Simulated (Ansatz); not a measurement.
By PBEsol, the system below comes out a metal.

The ballistic (Sharvin) conductance counts the channels at the Fermi level: G/A = (e²/h) × channels of both spins per area.

Data:

```xyz
6
Lattice="4.5954 0.0000 0.0000 0.0000 4.5954 0.0000 0.0000 0.0000 3.2402" Properties=species:S:1:pos:R:3 pbc="T T T"
Ir     2.2977     2.2977     1.6201
Ir     0.0000     0.0000     0.0000
O      1.4184     1.4184     0.0000
O      3.1770     3.1770     0.0000
O      0.8793     3.7161     1.6201
O      3.7161     0.8793     1.6201
```

Space group of this cell: P4_2/mnm, rutile. The cell is strained (all lengths scaled by 1.02); by PBEsol its mean pressure is -20.6 GPa.

The current flows along the normal of the first two printed cell vectors, the (001) plane of the conventional cell. No spin-orbit coupling; the value is a mean over 0.1 eV about the Fermi level.

State the ballistic conductance per area according to PBEsol (Ansatz, a quantum-chemistry and plane-wave program).

0.51 × 10¹⁵ S/m² for both spins.
